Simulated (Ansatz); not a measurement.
Start from Y in the hcp (Mg type) structure (space group P6_3/mmc, No. 194).

```xyz
2
Lattice="3.5994 0.0000 0.0000 -1.7997 3.1172 0.0000 0.0000 0.0000 5.5871" Properties=species:S:1:pos:R:3 pbc="T T T"
Y      0.0000     2.0781     4.1903
Y      1.7997     1.0391     1.3968
```

Level of theory: Ansatz (an electronic-structure program) PBEsol, spin-orbit coupling left out.

Before the change:

| Item | Value |
|---|---|
| Lattice parameter a | 3.599 Å |
| c/a ratio | 1.552 |

Now apply this change: Rb takes the place of Y on all its sites, then cell and atoms are relaxed.

Tabulated Pauling electronegativity and covalent radius: Y 1.22, 1.90 Å; Rb 0.82, 2.20 Å.

**Question.** Estimate the effect on the lattice parameter a and c/a ratio.

**Answer.** The lattice parameter a rises by 1.352 Å (3.599 Å → 4.951 Å); the c/a ratio grows by 0.095 to 1.647.

Stability against distortions was not tested. For Rb in this form, whether it has been made was not checked. The final runs are not spin-polarised. This is not the structure that Rb has at room temperature and ambient pressure.
